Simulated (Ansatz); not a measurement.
Here is the system:

```yaml
crystal:
  lattice:
    - [4.01657, 0.00000, 0.00000]
    - [-2.00829, 3.47846, 0.00000]
    - [0.00000, 0.00000, 16.31122]
  atoms:
    - { symbol: In, position: [0.33333, 0.66667, 0.66538] }
    - { symbol: In, position: [0.66667, 0.33333, 0.16538] }
    - { symbol: In, position: [0.66667, 0.33333, 0.33462] }
    - { symbol: In, position: [0.33333, 0.66667, 0.83462] }
    - { symbol: Se, position: [0.33333, 0.66667, 0.08866] }
    - { symbol: Se, position: [0.66667, 0.33333, 0.58866] }
    - { symbol: Se, position: [0.66667, 0.33333, 0.91134] }
    - { symbol: Se, position: [0.33333, 0.66667, 0.41134] }
```

No spin polarisation.

Calculations: DFT with r2SCAN+rVV10, PAW potentials and a 500 eV plane-wave cutoff in Ansatz (a program for electronic structure), without spin-orbit coupling. k-mesh 10×10×2 (Γ-centred); smearing 0.05 eV (Fermi–Dirac).

Problem. Predict the valence-band top at Γ, pressure, gap character and electron mass.

Solution. The valence-band top at Γ (three highest levels, from the VBM) is 0.00, -1.33, -1.33 eV and the pressure (mean of the normal stresses, compression positive) comes out as 1.01 GPa. The gap character comes out as direct at Γ and the electron mass is 0.064 mₑ along z, 0.13 mₑ across (at Γ).

The cells carry an imposed strain or load. Effective masses come from finite differences of ±0.01 Å⁻¹. Whether these cells are dynamically stable was not tested. The cell was made from InSe in the beta-GaS type structure (space group P6_3/mmc, No. 194; layered, stacked along the Cartesian z axis) by this change: uniaxial strain ε_zz = −3.67 %.
